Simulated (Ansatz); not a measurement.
A computed series for CsPbF3: pressure series

Take CsPbF$_{3}$ in the cubic perovskite structure (space group Pm-3m, No. 221; a = 4.8142 Å) as the base.

Cell and atoms are relaxed at each pressure.

Method: PBEsol (Ansatz, a first-principles code, PAW, no spin-orbit coupling).

For the base:

The band gap is 2.62 eV.

### Question
The aim is a band gap between 1.70 eV and 1.85 eV. Which of these changes reaches it?
A. pressure 3 GPa
B. pressure −2 GPa
C. pressure 0.3 GPa
D. pressure 10 GPa
E. pressure 7.5 GPa

### Answer
D, pressure 10 GPa. It gives 1.79 eV; pressure −2 GPa gives 2.83 eV; pressure 7.5 GPa gives 1.97 eV; pressure 3 GPa gives 2.34 eV; pressure 0.3 GPa gives 2.59 eV. Changes not listed may reach it too

Spin-orbit coupling, missing from the scalar runs, can matter with Pb. Load acts through the strain it causes; cell and atoms are relaxed under it. Stability against distortions was not tested. Competing high-pressure phases were not computed. Many cubic perovskites are stable only at high temperature; tilts and polar distortions were not tested.
